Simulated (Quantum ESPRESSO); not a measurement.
Quantum ESPRESSO run on AlPt (P2_13, 8 atoms in the cell): self-consistent single point.

Level of theory: LDA (PW92), PseudoDojo standard norm-conserving (LDA) pseudopotentials (plane waves; Quantum ESPRESSO 7.5).

```xyz
8
Lattice="4.8789 0.0000 0.0000 0.0000 4.8789 0.0000 0.0000 0.0000 4.8789" Properties=species:S:1:pos:R:3 pbc="T T T"
Al     4.1180     4.1180     4.1180
Al     3.2004     0.7610     1.6785
Al     1.6785     3.2004     0.7610
Al     0.7610     1.6785     3.2004
Pt     0.7565     0.7565     0.7565
Pt     1.6829     4.1224     3.1960
Pt     3.1960     1.6829     4.1224
Pt     4.1224     3.1960     1.6829
```

Reference input (self-consistent single point, DFT, LDA (PW92), plane waves, PseudoDojo standard norm-conserving (LDA) pseudopotentials): ecutwfc = 85 Ry; occupations = smearing; smearing = methfessel-paxton; degauss = 0.019992 Ry; potentials = {Al: Al.upf, Pt: Pt.upf}; K_POINTS = automatic 5 5 5 0 0 0; conv_thr = 1e-10 Ry; mixing_beta = 0.4. This run's input differs from it in these lines:

```diff
@@ -35,3 +35,3 @@
 K_POINTS automatic
-5 5 5  0 0 0
+8 8 8  0 0 0
```

Output (repeated stretches shortened):

```
     Self-consistent Calculation

     iteration #  1     ecut=    85.00 Ry     beta= 0.40

     Threshold (ethr) on eigenvalues was too large:
     Diagonalizing with lowered threshold

     total energy              =   -1064.85533228 Ry
     estimated scf accuracy    <       0.68566522 Ry

     iteration #  2     ecut=    85.00 Ry     beta= 0.40

     total energy              =   -1065.01946055 Ry
     estimated scf accuracy    <       0.11985168 Ry

     iteration #  3     ecut=    85.00 Ry     beta= 0.40

     total energy              =   -1065.03184449 Ry
     estimated scf accuracy    <       0.01250322 Ry

   [... 5 blocks of this kind left out ...]

     iteration #  9     ecut=    85.00 Ry     beta= 0.40

     total energy              =   -1065.03286913 Ry
     estimated scf accuracy    <          3.7E-10 Ry

     iteration # 10     ecut=    85.00 Ry     beta= 0.40
     End of self-consistent calculation

     the Fermi energy is    16.5457 ev

!    total energy              =   -1065.03286913 Ry
     estimated scf accuracy    <          1.4E-11 Ry
     smearing contrib. (-TS)   =       0.00029956 Ry
     internal energy E=F+TS    =   -1065.03316869 Ry

     convergence has been achieved in  10 iterations

     Forces acting on atoms (cartesian axes, Ry/au):

     atom    1 type  1   force =    -0.00060208   -0.00060208   -0.00060208
     atom    2 type  1   force =     0.00060208    0.00060208   -0.00060208
     atom    3 type  1   force =    -0.00060208    0.00060208    0.00060208
     atom    4 type  1   force =     0.00060208   -0.00060208    0.00060208
     atom    5 type  2   force =    -0.00079566   -0.00079566   -0.00079566
   [... lines left out ...]

     Total force =     0.003456     Total SCF correction =     0.000003

          total   stress  (Ry/bohr**3)                   (kbar)     P=      -60.55
  -0.00041161   0.00000000   0.00000000          -60.55        0.00        0.00
   0.00000000  -0.00041161   0.00000000            0.00      -60.55        0.00
   0.00000000   0.00000000  -0.00041161            0.00        0.00      -60.55

   JOB DONE.
```

The run converged in 10 iterations. Against the reference run the free energy stays essentially unchanged (within 1 meV/atom), the pressure hardly changes (-6.00 to -6.05 GPa) and the largest force goes from 0.030 to 0.035 eV/Å.

The starting cell comes from a database of computed structures (which also holds hypothetical and non-ambient phases and stackings), without a prior relaxation at this level. Spin polarisation is off. With a pressure of about -6 GPa the cell is away from its equilibrium volume at this level.

Cost on one core of a shared machine: roughly 8 min.
